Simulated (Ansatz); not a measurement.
The starting structures come from a database of crystals and need not be the phases stable at ambient conditions.

Inside the gap of an insulator the Bloch states are evanescent, with a wavenumber k + iκ along the transport direction.

Input:

```yaml
crystal:
  lattice:
    - [4.16218, 0.00000, 0.00000]
    - [-2.08109, 3.60456, 0.00000]
    - [0.00000, 0.00000, 9.50054]
  atoms:
    - { symbol: Hg, position: [0.00000, 0.28662, 0.66667] }
    - { symbol: Hg, position: [0.71338, 0.71338, 0.33333] }
    - { symbol: Hg, position: [0.28662, 0.00000, 0.00000] }
    - { symbol: S, position: [0.00000, 0.50120, 0.16667] }
    - { symbol: S, position: [0.49880, 0.49880, 0.83333] }
    - { symbol: S, position: [0.50120, 0.00000, 0.50000] }
```

Space group of this cell: P3_221. The cell was relaxed by PBE-D3(BJ); by PBEsol its mean pressure is -1.3 GPa.

Transport runs along the normal of the first two printed cell vectors, the (001) plane of the conventional cell.

No gap correction and no spin-orbit coupling; mid-gap values are interpolated between computed energies.

Problem. Give the band gap and the smallest decay constant κ at mid-gap that PBEsol in Ansatz (an electronic-structure program) yields.

Solution. Gap 1.20 eV on a 12×12×4 mesh; κ = 0.188 1/Å, at (0.500, 0.000) of the in-plane reciprocal vectors. At the zone centre, at the nearest computed energy, the slowest state has κ = 0.28 1/Å.
